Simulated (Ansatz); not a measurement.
Relaxation of the outer planes of the (321) surface of fcc Au in its 1x1 cell, outermost plane spacing 0.56 Å in the ideal cut.

These are PBE (plane waves to 420 eV, PAW; Ansatz, a first-principles code) values and carry that method's errors.

Set-up: 19 atoms, 10.0 Å thick at the start (thin: gaps and levels are the slab's own); mesh 8x6x1; 0.1 eV smearing; dipole correction on; all atoms relaxed; held to the start's symmetry, so lower structures may exist; no spin, no spin-orbit, no U.

```json
[
 {"plane": "1", "atoms": "Au", "bulk spacing to the next (Å)": "0.556", "relaxed spacing (Å)": "[?]", "change (%)": "[?]", "rumpling (Å)": "0.00"},
 {"plane": "2", "atoms": "Au", "bulk spacing to the next (Å)": "0.556", "relaxed spacing (Å)": "0.427", "change (%)": "-23.1", "rumpling (Å)": "0.00"}
]
```

**Question.** Complete the blanks.

**Answer.** 
- 1, relaxed spacing (Å): 0.388
- 1, change (%): -30.1
